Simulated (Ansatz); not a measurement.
Consider ZrO2 (space group P4_2/nmc, No. 137).

```cif
data_O4Zr2
_chemical_formula_sum 'Zr2 O4'
_space_group_name_H-M_alt 'P 1'
_space_group_IT_number 1
_cell_length_a 3.60134
_cell_length_b 3.60134
_cell_length_c 5.22807
_cell_angle_alpha 90.000
_cell_angle_beta 90.000
_cell_angle_gamma 90.000
loop_
_space_group_symop_operation_xyz
  'x, y, z'
loop_
_atom_site_label
_atom_site_type_symbol
_atom_site_fract_x
_atom_site_fract_y
_atom_site_fract_z
_atom_site_occupancy
Zr1 Zr 0.00000 0.00000 0.00000 1
Zr2 Zr 0.50000 0.50000 0.50000 1
O1 O 0.00000 0.50000 0.19679 1
O2 O 0.00000 0.50000 0.69679 1
O3 O 0.50000 0.00000 0.30321 1
O4 O 0.50000 0.00000 0.80321 1
```

All numbers come from Ansatz (a program for electronic structure) r2SCAN, without spin-orbit coupling.

For the base:

| Item | Value |
|---|---|
| Lattice parameter a | 6.806 bohr |
| Electron mass | 2.2 mₑ along c, 0.63 mₑ across (at Γ) |

Modification: a hydrostatic pressure of 15 GPa.

Problem. What happens to the lattice parameter a and electron mass?

Solution. The lattice parameter a shrinks by 0.1215 bohr (6.806 bohr → 6.684 bohr); the electron mass becomes 2.0 mₑ along c, 0.60 mₑ across (at Γ) (base: 2.2 mₑ along c, 0.63 mₑ across (at Γ)).

The levels and masses belong to the bands next to the band gap. Load acts through the strain it causes; cell and atoms are relaxed under it. Masses are band curvatures over ±0.01 Å⁻¹ around the edge. Stability against distortions was not tested. No other phases were tried under pressure. This is not the structure that ZrO2 has at room temperature and ambient pressure.
